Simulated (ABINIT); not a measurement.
A relaxation of cell and atoms of K₂S (Fm-3m, 3 atoms in the cell) with ABINIT.

Computed with PBE, PAW (JTH v2.0 PBE PAW) (plane waves; ABINIT).

Input:

```
# K2S, JTH v2.0 PBE PAW
pp_dirpath "./"
pseudos "K.GGA_PBE-JTH.xml, S.GGA_PBE-JTH.xml"
acell 3*1.0
rprim
        -0.0000000000    7.1781265741    7.1781265741
         7.1781265741   -0.0000000000    7.1781265741
         7.1781265741    7.1781265741    0.0000000000
natom 3
ntypat 2
znucl 19 16
typat 1 1 2
xcart
        10.7671898612   10.7671898612   10.7671898612
         3.5890632871    3.5890632871    3.5890632871
         0.0000000000    0.0000000000    0.0000000000
ecut 21 Ha
pawecutdg 42 Ha
pawxcdev 0
occopt 3
tsmear 0.00036749
nband 17
kptopt 1
ngkpt 5 5 5
nshiftk 1
shiftk 0 0 0
nstep 100
tolvrs 1.0e-10
ionmov 2
ntime 40
tolmxf 2.0e-04
optcell 2
dilatmx 1.08
ecutsm 0.5
prtwf 0
prtden 0
enunit 2
```

Output (repeated stretches shortened):

```
--- !BeginCycle
solver: {iscf: 17, nstep: 100, nline: 4, wfoptalg: 10, }
tolerances: {tolvrs: 1.00E-10, }
...

     iter   Etot(hartree)      deltaE(h)  residm     nres2
 ETOT  1  -67.361710470848    -6.736E+01 1.145E-01 1.432E+01
 ETOT  2  -67.487294569285    -1.256E-01 4.929E-03 4.825E+00
 ETOT  3  -67.481563442509     5.731E-03 1.811E-03 1.513E+00
 ETOT  4  -67.479640621325     1.923E-03 1.191E-03 1.155E-01
 ETOT  5  -67.480076694548    -4.361E-04 2.880E-04 1.241E-02
   [... 6 lines left out ...]
 ETOT 12  -67.480457014355    -1.160E-09 1.450E-05 4.800E-09
 ETOT 13  -67.480457014467    -1.122E-10 1.243E-05 2.026E-09
 ETOT 14  -67.480457014472    -4.860E-12 8.607E-06 1.782E-10
 ETOT 15  -67.480457014476    -3.553E-12 7.324E-06 1.817E-11
 At SCF step   15       nres2   =  1.82E-11 < tolvrs=  1.00E-10 =>converged.

 Cartesian components of stress tensor (hartree/bohr^3)
  sigma(1 1)=  2.73509320E-05  sigma(3 2)=  0.00000000E+00
  sigma(2 2)=  2.73509320E-05  sigma(3 1)=  0.00000000E+00
  sigma(3 3)=  2.73509320E-05  sigma(2 1)=  0.00000000E+00

 ----iterations are completed or convergence reached----

 reduced coordinates (array xred) for    3 atoms
       0.750000000000      0.750000000000      0.750000000000
       0.250000000000      0.250000000000      0.250000000000
       0.000000000000      0.000000000000      0.000000000000
 cartesian forces (eV/Angstrom) at end:
    1      0.00000000000000     0.00000000000000    -0.00000000000000
    2     -0.00000000000000    -0.00000000000000     0.00000000000000
   [... lines left out ...]
 Fermi (or HOMO) energy (hartree) =   0.08316   Average Vxc (hartree)=  -0.26710
 Fermi (or HOMO) energy (eV) =   2.26281   Average Vxc (eV)=  -7.26808
   [... lines left out ...]
'-kT*entropy'       :  3.76314544942327E-16
total_energy        : -6.74809646443226E+01
total_energy_eV     : -1.83625043217975E+03
...

-Cartesian components of stress tensor (GPa)         [Pressure=  4.7926E-02 GPa]
- sigma(1 1)= -4.79260825E-02  sigma(3 2)=  0.00000000E+00
- sigma(2 2)= -4.79260825E-02  sigma(3 1)=  0.00000000E+00
- sigma(3 3)= -4.79260825E-02  sigma(2 1)=  0.00000000E+00

 Calculation completed.
```

The run converged. 

Summary of the result:
- Free energy E − TS = -1836.25 eV
- Top of the valence band (on the code's own zero) = 1.38 eV
- Gap on the k-point mesh = 2.32 eV
- Pressure = 0.05 GPa
- Final cell = a = b = c = 5.279 Å, α = β = γ = 60.00°
- Final volume per atom = 34.68 Å³
- Relaxation steps = 3

The starting cell comes from a database of computed structures (which also holds hypothetical and non-ambient phases and stackings), without a prior relaxation at this level. Its lattice was rescaled by a random factor within 2.5 % of one. The relaxation keeps the symmetry of its start, so its end need not be a minimum.

Cost on one core of a shared machine: roughly 90 s.
